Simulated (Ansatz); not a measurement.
# Response to strain in Ir

The reference is Ir in the fcc (Cu type) structure (space group Fm-3m, No. 225; a = 3.8311 Å; relaxed with 0.1 eV smearing). Axes: x, y, z lie along the cube axes.

Strains are applied to the cell and any free atomic positions relax.

Calculations: PBEsol (Ansatz, an electronic-structure program, PAW, scalar-relativistic without spin-orbit coupling).

Candidates:
(a) uniaxial strain ε_zz = −3.00 %
(b) uniaxial strain ε_zz = −1.50 %
(c) uniaxial strain ε_zz = +2.00 %

Notes on the quantities. energy relative to the base: free energy F.

Order them by energy relative to the base, highest first.

(a) uniaxial strain ε_zz = −3.00 % (+27 meV/atom), (c) uniaxial strain ε_zz = +2.00 % (+11 meV/atom), (b) uniaxial strain ε_zz = −1.50 % (+6.6 meV/atom)

No phonon test of stability was made. The final runs are not spin-polarised.
